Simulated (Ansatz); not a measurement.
An Ansatz (a first-principles code) run: Be3N2 with a change (isotropic strain +5.32 %); Kohn–Sham DFT with the PBEsol functional, run in Ansatz with PAW and 420 eV plane waves, scalar-relativistic without spin-orbit coupling.

Input:

Ansatz 0.2 input:
```yaml
crystal:
  lattice:
    - [1.4929477573, 0.8619537895, 5.1105627529]
    - [-1.4929477573, 0.8619537895, 5.1105627529]
    - [0, -1.7239075791, 5.1105627529]
  atoms:
    - { symbol: Be, position: [0.141083081, 0.141083081, 0.141083081] }
    - { symbol: Be, position: [0.6823578594, 0.6823578594, 0.6823578594] }
    - { symbol: Be, position: [0.9111093328, 0.9111093328, 0.9111093328] }
    - { symbol: N, position: [0.7958195286, 0.7958195286, 0.7958195286] }
    - { symbol: N, position: [0.2915361982, 0.2915361982, 0.2915361982] }
basis: { ecutwfc: 420, ecutrho_ratio: 4, xc_grid: 2, fft_grid_basis: typed }
kpoints: { mp_grid: { grid: [13, 13, 13] } }
hamiltonian:
  xc: pbesol
  dispersion: none
  pseudopotentials: { kind: paw }
scf: { occupations: { method: fermi_dirac, width: 0.05 }, convergence: { dr2_threshold: 0.0000000005 } }
relax: { f_tol: 0.005, max_steps: 50 }
output: { forces: true, stress: true }
checkpoint: { write: state.ck, write_every: 1000 }
```

Output (explanatory and most iteration lines left out):

```
Relaxation: its limit of steps is 50 (relax.max_steps)
Pseudopotential: Be, paw, valence charge 2
Pseudopotential: N, paw, valence charge 5
Crystal: 5 atoms, lattice volume = 39.459 Å³
Basis set: ecut = 420 eV, 761 PW (Γ), exchange–correlation on 80×80×80 points (8 copies of the dense FFT grid, shifted against one another)
Bands: 13, of which v1, the nominal top of the filled ones, is band 8 counted from 1 (7 counted from 0)
Symmetry: 6 space group operations
Space group: R3m (ITA 160), of the structure as read, at distance tolerance 3.4e-5 Å
k-points: 231 of 2197 (time reversal used)
Functional: x = pbesol(κ = 0.804, μ = 0.12345679012345678), c = pbesol(β = 0.046)
SCF iter   1: F=—  HF=-1033.007216 eV  |F-HF|=—  |Δ(HF+E_count)|=         —  Δρ=8.51e-3  dr2=2.95e-2  ethr=1.77e-3  ⟨swp⟩=5.6  Hψ=18364  notcnv=0
SCF iter   2: F=—  HF=-1032.998833 eV  |F-HF|=—  |Δ(HF+E_count)|=   8.38e-3  Δρ=1.46e-3  dr2=7.50e-4  ethr=1.84e-4  ⟨swp⟩=2.9  Hψ=6973  notcnv=0  defer=218
SCF 1 converged in 7 iterations: F = -1032.998594 eV  dr2 = 7.87e-11
relax step   1: F+E_penalty+E_count = -1032.99859392 eV  Δ(F+E_penalty+E_count) = +0.000e0 eV  max|allowed force component| = 2.683e-1 eV/Å  Δτ_max = 0.0000 Å  (7 SCF iters, accepted)
Crystal: 5 atoms, lattice volume = 39.459 Å³
SCF iter   1: F=—  HF=-1033.002829 eV  |F-HF|=—  |Δ(HF+E_count)|=         —  Δρ=1.03e-3  dr2=3.69e-4  ethr=2.23e-6  ⟨swp⟩=2.3  Hψ=13843  notcnv=0  defer=229
SCF iter   2: F=—  HF=-1033.002716 eV  |F-HF|=—  |Δ(HF+E_count)|=   1.13e-4  Δρ=3.80e-4  dr2=4.04e-5  ethr=2.23e-6  ⟨swp⟩=2.4  Hψ=4362  notcnv=0  defer=229
SCF 2 converged in 7 iterations: F = -1033.002707 eV  dr2 = 1.52e-11
relax step   2: F+E_penalty+E_count = -1033.00270709 eV  Δ(F+E_penalty+E_count) = -4.113e-3 eV  max|allowed force component| = 9.307e-2 eV/Å  Δτ_max = 0.0104 Å  (7 SCF iters, accepted)
Crystal: 5 atoms, lattice volume = 39.459 Å³
SCF iter   1: F=—  HF=-1033.003087 eV  |F-HF|=—  |Δ(HF+E_count)|=         —  Δρ=4.16e-4  dr2=6.10e-5  ethr=2.96e-6  ⟨swp⟩=2.0  Hψ=9478  notcnv=0  defer=229
SCF iter   2: F=—  HF=-1033.003061 eV  |F-HF|=—  |Δ(HF+E_count)|=   2.58e-5  Δρ=1.53e-4  dr2=6.03e-6  ethr=3.81e-7  ⟨swp⟩=2.0  Hψ=6460  notcnv=0  defer=229
SCF 3 converged in 6 iterations: F = -1033.003060 eV  dr2 = 1.07e-10
relax step   3: F+E_penalty+E_count = -1033.00306031 eV  Δ(F+E_penalty+E_count) = -3.532e-4 eV  max|allowed force component| = 9.977e-3 eV/Å  Δτ_max = 0.0045 Å  (6 SCF iters, accepted)
Crystal: 5 atoms, lattice volume = 39.459 Å³
SCF iter   1: F=—  HF=-1033.003082 eV  |F-HF|=—  |Δ(HF+E_count)|=         —  Δρ=1.61e-4  dr2=1.19e-5  ethr=4.26e-7  ⟨swp⟩=2.0  Hψ=8602  notcnv=0  defer=229
SCF iter   2: F=—  HF=-1033.003071 eV  |F-HF|=—  |Δ(HF+E_count)|=   1.13e-5  Δρ=6.01e-5  dr2=1.17e-6  ethr=7.42e-8  ⟨swp⟩=2.0  Hψ=6195  notcnv=0  defer=229
SCF 4 converged in 6 iterations: F = -1033.003071 eV  dr2 = 8.97e-12
relax step   4: F+E_penalty+E_count = -1033.00307064 eV  Δ(F+E_penalty+E_count) = -1.033e-5 eV  max|allowed force component| = 5.780e-3 eV/Å  Δτ_max = 0.0013 Å  (6 SCF iters, accepted)
Crystal: 5 atoms, lattice volume = 39.459 Å³
SCF iter   1: F=—  HF=-1033.003080 eV  |F-HF|=—  |Δ(HF+E_count)|=         —  Δρ=3.12e-5  dr2=4.25e-7  ethr=2.86e-8  ⟨swp⟩=2.0  Hψ=8546  notcnv=0  defer=229
SCF iter   2: F=—  HF=-1033.003072 eV  |F-HF|=—  |Δ(HF+E_count)|=   7.67e-6  Δρ=1.06e-5  dr2=4.03e-8  ethr=2.66e-9  ⟨swp⟩=2.5  Hψ=6322  notcnv=0  defer=229
SCF 5 converged in 6 iterations: F = -1033.003072 eV  dr2 = 5.27e-13
relax step   5: F+E_penalty+E_count = -1033.00307186 eV  Δ(F+E_penalty+E_count) = -1.219e-6 eV  max|allowed force component| = 1.335e-3 eV/Å  Δτ_max = 0.0003 Å  (6 SCF iters, accepted)
SCF converged after 6 iterations
Free energy (F): -1033.003072 eV
Internal energy: -1033.003072 eV  (E = F + TS)
E sigma→0 (E₀):  -1033.003072 eV
Fermi energy:    7.606703 eV
--- Forces (eV/Å), atoms counted from 1 ---
  atom   1  Be     0.00000000    -0.00000000     0.00040526
  atom   2  Be     0.00000000     0.00000000    -0.00045692
  atom   3  Be     0.00000000     0.00000000    -0.00070037
  atom   4  N      0.00000000    -0.00000000     0.00133561
  atom   5  N     -0.00000000     0.00000000    -0.00058150
--- Stress (GPa, compression-positive) ---
      -26.407811       0.000000       0.000000
        0.000000     -26.407811      -0.000000
        0.000000      -0.000000     -23.465965
  P = ⅓ Tr σ = -25.4272 GPa (-254.272 kbar)
--- Relaxed structure (5 steps of the walk, 5 accepted, 0 SCFs on fresh bases) ---
  atoms:
    - { symbol: Be, position: [0.1402886500404291, 0.1402886500404291, 0.1402886500404291] }
    - { symbol: Be, position: [0.683352626106925, 0.683352626106925, 0.683352626106925] }
    - { symbol: Be, position: [0.9108073206034164, 0.9108073206034164, 0.9108073206034165] }
    - { symbol: N, position: [0.796257174436395, 0.796257174436395, 0.796257174436395] }
    - { symbol: N, position: [0.2912002288128348, 0.2912002288128348, 0.2912002288128348] }
```

Whether these cells are dynamically stable was not tested. The cell was made from Be$_{3}$N$_{2}$ (space group R3m, No. 160; a cell from a computed database, its experimental status unchecked) by this change: isotropic strain +5.32 %.
